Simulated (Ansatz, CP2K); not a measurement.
A CP2K input for a self-consistent single point of HgSe (F-43m, 2 atoms in the cell) (DFT PBE, GPW, DZVP-MOLOPT-SR-GTH basis, GTH-PBE potentials (GTH_POTENTIALS)):

```
&GLOBAL
  PROJECT hgse
  RUN_TYPE ENERGY_FORCE
  PRINT_LEVEL MEDIUM
&END GLOBAL
&FORCE_EVAL
  METHOD Quickstep
  STRESS_TENSOR ANALYTICAL
  &DFT
    BASIS_SET_FILE_NAME BASIS_MOLOPT
    POTENTIAL_FILE_NAME GTH_POTENTIALS
    &QS
      METHOD GPW
      EPS_DEFAULT 1E-10
    &END QS
    &MGRID
      CUTOFF 500
      REL_CUTOFF 50
      NGRIDS 5
    &END MGRID
    &SCF
      SCF_GUESS ATOMIC
      EPS_SCF 1E-7
      MAX_SCF 100
      ADDED_MOS 4
      &DIAGONALIZATION
        ALGORITHM STANDARD
      &END DIAGONALIZATION
      &MIXING
        METHOD BROYDEN_MIXING
        ALPHA 0.2
        NBUFFER 10
      &END MIXING
      &SMEAR ON
        METHOD FERMI_DIRAC
        ELECTRONIC_TEMPERATURE [K] 232.09
      &END SMEAR
    &END SCF
    &KPOINTS
      SCHEME MONKHORST-PACK 8 8 8
      GAMMA_CENTERED T
    &END KPOINTS
    &XC
      &XC_FUNCTIONAL PBE
      &END XC_FUNCTIONAL
    &END XC
    &PRINT
      &MO
        EIGENVALUES T
        OCCUPATION_NUMBERS T
        NDIGITS 8
        FILENAME mo
        &EACH
          QS_SCF 0
        &END EACH
        ADD_LAST NUMERIC
      &END MO
      &MULLIKEN ON
      &END MULLIKEN
    &END PRINT
  &END DFT
  &SUBSYS
    &CELL
      ABC 4.14539200 4.14539219 4.14539261
      ALPHA_BETA_GAMMA 59.99999977 60.00000488 60.00000152
      PERIODIC XYZ
    &END CELL
    &COORD
      SCALED
      Hg       0.00000000     0.00000000     0.00000000
      Se       0.25000000     0.25000000     0.25000000
    &END COORD
    &KIND Hg
      BASIS_SET DZVP-MOLOPT-SR-GTH-q12
      POTENTIAL GTH-PBE-q12
    &END KIND
    &KIND Se
      BASIS_SET DZVP-MOLOPT-SR-GTH-q6
      POTENTIAL GTH-PBE-q6
    &END KIND
  &END SUBSYS
  &PRINT
    &FORCES ON
    &END FORCES
    &STRESS_TENSOR ON
    &END STRESS_TENSOR
  &END PRINT
&END FORCE_EVAL
```

Task: Translate this input to Ansatz (a quantum-chemistry and plane-wave program).

Result: One input that does it (others would too):

Ansatz 0.2 input:
```yaml
crystal:
  lattice:
    - [0.00000000, 2.93123500, 2.93123500]
    - [2.93123500, 0.00000000, 2.93123500]
    - [2.93123500, 2.93123500, 0.00000000]
  atoms:
    - { symbol: Hg, position: [0.00000000, 0.00000000, 0.00000000] }
    - { symbol: Se, position: [0.25000000, 0.25000000, 0.25000000] }
kpoints:
  mp_grid: { grid: [8, 8, 8] }
hamiltonian:
  xc: pbe
  pseudopotentials: { kind: paw }
scf:
  occupations: { method: fermi_dirac, width: 0.02 }
output:
  forces: true
  eigenvalues: true
  stress: true
```

Basis, cutoffs, solver keys and any potentials are the target program's own. This input uses DFT, PBE, plane waves, default PAW files. Both were run: pressure 14.90 GPa in CP2K and 13.71 in Ansatz. Ansatz's pressure is the one without its finite-basis correction.

On CP2K: the starting cell has typed, rounded lattice constants, without a prior relaxation at this level. Its lattice was rescaled by a random factor within 2.5 % of one. For this run, on top of that: lattice scaled by 0.98. Values carry the incompleteness of an atom-centred basis. With a pressure of about 15 GPa the cell is away from its equilibrium volume at this level. The run gives no clean gap (levels at the Fermi energy touch, overlap or are partly filled at this smearing), which alone does not show that the compound is a metal.

On Ansatz: the starting cell has typed, rounded lattice constants, without a prior relaxation at this level. Its lattice was rescaled by a random factor within 2.5 % of one. For this run, on top of that: lattice scaled by 0.98. With a pressure of about 14 GPa the cell is away from its equilibrium volume at this level. The run gives no clean gap (levels at the Fermi energy touch, overlap or are partly filled at this smearing), which alone does not show that the compound is a metal.
